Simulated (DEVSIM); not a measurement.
Structure: abrupt InP n-p junction, at 300 K.

| layer (left to right) | material | thickness (μm) | Nd (cm⁻³) | Na (cm⁻³) | τn (s) | τp (s) |
|---|---|---|---|---|---|---|
| 1 | InP | 0.170 | 4e15 | - | 3e-9 | 3e-9 |
| 2 | InP | 150 | - | 6.3e14 | 3e-9 | 3e-9 |

Left contact: ohmic. Right contact: ohmic. Voltage is applied to the left contact. Recombination: SRH at mid-gap, Auger. Mobility is μmin + (μ − μmin)/(1 + (N/Nref)^α).

Constants are typed, rounded textbook-type inputs, not results; the design itself was drawn at random and stands for no fabricated device. Values at 300 K.

| parameter | InP |
|---|---|
| gap (eV) | 1.344 |
| affinity (eV) | 4.38 |
| permittivity | 12.5 |
| Nc (cm⁻³) | 5.7e17 |
| Nv (cm⁻³) | 1.1e19 |
| μn (cm²/Vs) | 5200 |
| μp (cm²/Vs) | 170 |
| μn,min | 400 |
| μp,min | 10 |
| Nref,n | 3e17 |
| Nref,p | 4.9e17 |
| αn | 0.47 |
| αp | 0.62 |
| Cn (cm⁶/s) | 9e-31 |
| Cp (cm⁶/s) | 9e-31 |

DEVSIM, 1D drift-diffusion, Boltzmann statistics, complete ionisation; no tunnelling, impact ionisation, image-force lowering or self-heating.

Base results: potential step across the device at zero bias (V) 0.963; largest field in the device at zero bias (V/cm) 12000.

Question: What follows from this one change: doping Na of layer 2 6.3e+14 → 6.3e+13 cm^-3?

Answer: potential step across the device at zero bias 0.963 → 0.904 V; largest field in the device at zero bias 12000 → 4700 V/cm.

Question: What follows from this one change: doping Nd of layer 1 4e+15 → 4e+16 cm^-3?

Answer: potential step across the device at zero bias 0.963 → 1.023 V; largest field in the device at zero bias 12000 → 15000 V/cm.
